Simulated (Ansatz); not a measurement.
Converging the k-point mesh at a smearing width of 0.05 eV: Nb (Im-3m, 1 atom in the cell)

```
CELL_PARAMETERS angstrom
     -1.65825     1.65825     1.65825
      1.65825    -1.65825     1.65825
      1.65825     1.65825    -1.65825
ATOMIC_POSITIONS crystal
  Nb 0.00000 0.00000 0.00000
```

Method: PBE, PAW files (plane waves; Ansatz, a program for electronic structure).

Base settings: basis.ecutwfc = 420 eV; kpoints.mp_grid.grid = 14 14 14; hamiltonian.xc = pbe; hamiltonian.pseudopotentials = {kind: paw} (the program's default PAW files); scf.occupations.method = fermi_dirac; scf.occupations.width = 0.1 eV.

In this ladder: scf.occupations.width = 0.05 eV.

The second cell is the first with its lattice scaled by 0.98.

Only quantities that move along the ladder and can be compared are tabulated.

The count of work is k-points × plane waves × bands × iterations; it is no time. 

The starting cell has typed, rounded lattice constants, without a prior relaxation at this level. Its lattice was rescaled by up to half a per cent. Spin polarisation is off. Ansatz's pressure includes its estimate of the finite-basis (Pulay) stress.

```csv
kpoints.mp_grid.grid,free energy less the last step's (meV/atom),energy of the compressed cell less the first (meV/atom),pressure (GPa),count of work / last
5 5 5,51.38,19.57,-2.47,0.010
6 6 6,16.78,8.58,-3.71,0.017
7 7 7,19.77,31.30,-0.38,0.021
9 9 9,-8.75,27.57,-1.25,0.036
10 10 10,22.30,30.13,-0.67,0.049
13 13 13,-4.20,26.19,-1.45,0.087
15 15 15,1.42,31.89,-0.74,0.12
18 18 18,0.26,30.42,-0.81,0.20
22 22 22,0.02,30.03,-0.92,0.34
27 27 27,0.23,29.02,-1.02,0.58
33 33 33,0.00,29.69,-0.97,1.0
```

Coarsest kpoints.mp_grid.grid that holds the pressure within 1 GPa of the last step, with all finer ones: 7 7 7, at 0.021 of the last step's count of work; the step before is off by 2.7 GPa.

Coarsest kpoints.mp_grid.grid that holds the energy of the compressed cell less the first within 1 meV/atom: not settled: the last two steps still differ by 0.68 meV/atom, over half the tolerance, so the ladder does not show it.

Coarsest kpoints.mp_grid.grid that holds the free energy within 1 meV/atom of the last step, with all finer ones: 18 18 18, at 0.20 of the last step's count of work; the step before is off by 1.4 meV/atom.

Keys are those of Ansatz 0.2.
